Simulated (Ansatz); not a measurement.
Worked example: zone-centre phonon calculation of HfTeSe (P3m1, 3 atoms in the cell) in Ansatz (an electronic-structure program).

Method of the run: LDA (PW92), default PAW files made with PBE (plane waves; Ansatz).

```
CELL_PARAMETERS angstrom
      3.86459     0.00000     0.00000
     -1.93230     3.34683     0.00000
      0.00000     0.00000     6.73573
ATOMIC_POSITIONS crystal
  Hf 0.00000 0.00000 0.98177
  Te 0.66667 0.33333 0.25072
  Se 0.33333 0.66667 0.76752
```

Reference input (self-consistent single point, DFT, LDA (PW92), plane waves, default PAW files made with PBE): basis.ecutwfc = 30.9 Ry; kpoints.mp_grid.grid = 10 10 5; hamiltonian.xc = lda; hamiltonian.pseudopotentials = {kind: paw} (the program's default PAW files); scf.occupations.method = fermi_dirac; scf.occupations.width = 0.0073 Ry. This run's input differs from it in these lines:

Ansatz 0.2 input:
```diff
@@ -17,7 +17,5 @@
 scf:
-  occupations: { method: fermi_dirac, width: 0.0073 Ry }
-output:
-  forces: true
-  eigenvalues: true
-  stress: true
+  occupations: { method: fermi_dirac, width: 0.0037 Ry }
+phonons:
+  method: dfpt
```

The program printed (abridged):

```
SCF iter   1: F=—  HF=-27690.421176 eV  |F-HF|=—  |Δ(HF+E_count)|=         —  Δρ=5.13e-3  dr2=3.02e-2  ethr=1.77e-3  ⟨swp⟩=6.0  Hψ=18437  notcnv=0  defer=2
all-band conjugate gradients solve this SCF's bands
preconditioner: auto → LDOS
SCF iter   2: F=—  HF=-27690.423945 eV  |F-HF|=—  |Δ(HF+E_count)|=   2.77e-3  Δρ=3.88e-3  dr2=4.53e-2  ethr=5.21e-5  ⟨swp⟩=3.0  Hψ=11010  notcnv=0  defer=122
   [... lines left out ...]
SCF iter   7: F=—  HF=-27690.414259 eV  |F-HF|=—  |Δ(HF+E_count)|=   1.31e-6  Δρ=6.29e-6  dr2=2.17e-8  ethr=1.30e-9  ⟨swp⟩=2.0  Hψ=9023  notcnv=0  defer=122
SCF iter   8: F=—  HF=-27690.414259 eV  |F-HF|=—  |Δ(HF+E_count)|=   3.48e-9  Δρ=1.20e-6  dr2=7.41e-10  ethr=3.75e-11  ⟨swp⟩=2.0  Hψ=5639  notcnv=0  defer=122
SCF iter   9: F=—  HF=-27690.414259 eV  |F-HF|=—  |Δ(HF+E_count)|=  1.75e-10  Δρ=3.04e-7  dr2=8.88e-11  ethr=1.28e-12  ⟨swp⟩=2.0  Hψ=8072  notcnv=0  defer=122
SCF iter  10: F=-27690.414259 eV  HF=-27690.414259 eV  |F-HF|=0.00e0  |Δ(HF+E_count)|=    0.00e0  Δρ=7.56e-8  dr2=6.39e-12  ethr=1.00e-12  ⟨swp⟩=9.4  Hψ=25504  notcnv=0
SCF 1 converged in 10 iterations: F = -27690.414259 eV  dr2 = 6.39e-12
DFPT response loops at Γ: preconditioner auto → Kerker (q_TF=auto, 2.549 Å⁻¹) (partly filled bands, converged f_vac=0.135) …
Free energy (F): -27690.414259 eV
Internal energy: -27690.409696 eV  (E = F + TS)
E sigma→0 (E₀):  -27690.411978 eV
Entropy (-TS):   -0.004563 eV (-1.521 meV/atom)
Fermi energy:    10.155984 eV
--- Phonons (Γ-DFPT): 6 representative perturbations + reference, on 141 of 500 k-points (Σ response iterations 22) ---
  k mesh reduced under 2 symmetry operations, with k and −k counted as one. Each operation leaves every solved perturbation unchanged …
  ASR residual: 1.955e-4 → 0.000e0 eV/Å²; symmetrization residual: 3.248e-5 eV/Å²
  ASR residual per site (eV/Å²): 1.65e-4 2.90e-5 1.96e-4
  Γ frequencies (cm⁻¹): 0.00 0.00 0.00 91.15 91.15 135.95 135.95 157.79 193.41
  non-analytic LO–TO correction: not included (Born effective charges unavailable; polar crystals: no LO–TO splitting at Γ)
```

The run converged in 10 iterations. 

Summary of the result:
Free energy E − TS (on the zero of these files): -27690.4143 eV
Fermi level (on the code's own zero): 10.16 eV
Zone-centre frequencies (cm⁻¹; negative means imaginary): 0, 0, 0, 91, 91, 136, 136, 158, 193

The starting cell comes from a database of computed structures (which also holds hypothetical and non-ambient phases and stackings), without a prior relaxation at this level. Its lattice was rescaled by up to half a per cent. Spin-orbit coupling is off.

Cost on one core of a shared machine: roughly 5 min.
